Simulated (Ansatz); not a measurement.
Start from Pb in the fcc (Cu type) structure (space group Fm-3m, No. 225).

```
CELL_PARAMETERS angstrom
      0.00000     2.49546     2.49546
      2.49546     0.00000     2.49546
      2.49546     2.49546     0.00000
ATOMIC_POSITIONS crystal
  Pb 0.00000 0.00000 0.00000
```

Cartesian axes are those of the cell as printed.

The values are results of DFT with r2SCAN, PAW potentials and a 500 eV plane-wave cutoff in Ansatz (a program for electronic structure), spin-orbit coupling left out, not measurements.

Modification: a free-standing slab of 4 layers (4 atoms, 1 a layer) is cut normal to [111], with 15 Å of vacuum and the in-plane cell held at bulk.

Q: What happens to the excess energy per area of both faces?

A: The excess energy per area of both faces (slab less bulk energy over the cell's area: twice a surface energy) amounts to 0.54 J/m² (uncertain by up to 0.06 J/m²).

Q: What does the calculation give for the change of the spacing d23 from its bulk value of 2.882 Å after the change?

A: The change of the spacing d23 from its bulk value of 2.882 Å is +3.2 %.

The excess energy carries the mismatch between the slab's and the bulk's meshes. Stability against distortions was not tested.
